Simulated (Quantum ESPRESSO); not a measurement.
# A series of runs on SrMg2 (C2/m, 6 atoms in the cell)

```
CELL_PARAMETERS angstrom
      6.29256    -1.78872     0.00000
      6.29256     1.78872     0.00000
     -3.07953     0.00000     8.44892
ATOMIC_POSITIONS crystal
  Sr 0.15511 0.15511 0.62534
  Sr 0.84489 0.84489 0.37466
  Mg 0.85498 0.85498 0.97793
  Mg 0.14502 0.14502 0.02207
  Mg 0.45820 0.45820 0.76745
  Mg 0.54180 0.54180 0.23255
```

Base run A: PBEsol, SSSP 1.1.2 efficiency (PBE) pseudopotentials in Quantum ESPRESSO 7.5, self-consistent single point.

Its settings: ecutwfc = 40 Ry; ecutrho = 320 Ry; occupations = smearing; smearing = gauss; degauss = 0.019992 Ry; input_dft = pbesol; potentials = {Sr: Sr_pbe_v1.uspp.F.UPF, Mg: Mg.pbe-n-kjpaw_psl.0.3.0.UPF}; K_POINTS = automatic 5 5 2 0 0 0; conv_thr = 1e-10 Ry.

The starting cell comes from a database of computed structures (which also holds hypothetical and non-ambient phases and stackings), without a prior relaxation at this level. Without a gap this mesh is coarse (it stands for a supercell whose shortest vector is 18 Å).

Total energies depend on the potentials, the functional and any Hubbard or dispersion term, so they are compared only between runs that share all of them.

Runs:
- B: ecutrho: 320 Ry → 200 Ry; input_dft: pbesol → default; pseudopotentials: {Sr: Sr_pbe_v1.uspp.F.UPF, Mg: Mg.pbe-n-kjpaw_psl.0.3.0.UPF} → {Sr: sr_lda_v1.uspp.F.UPF, Mg: mg_lda_v1.4.uspp.F.UPF} [LDA (PZ)]
- C: input_dft: pbesol → blyp [BLYP]
- D: input_dft: pbesol → wc [Wu-Cohen GGA]
- E: input_dft: pbesol → vdw-df2 [vdW-DF2]
- F: input_dft: pbesol → vdw-df-cx [vdW-DF-cx]
- G: input_dft: pbesol → rvv10 [rVV10]

| run | pressure (GPa) | largest force (eV/Å) | valence electrons |
|---|---|---|---|
| A | -0.64 | 0.083 | 28 |
| B | -1.68 | 0.070 | 60 |
| C | 0.96 | 0.072 | 28 |
| D | -0.59 | 0.081 | 28 |
| E | 0.51 | 0.090 | 28 |
| F | -0.21 | 0.101 | 28 |
| G | -0.41 | 0.098 | 28 |

Run E against A: The pressure goes from -0.64 to 0.51 GPa and the largest force goes from 0.083 to 0.090 eV/Å.

Run C against A: The pressure goes from -0.64 to 0.96 GPa and the largest force goes from 0.083 to 0.072 eV/Å.

Left out of this page: 3 runs of the series held back from this collection.
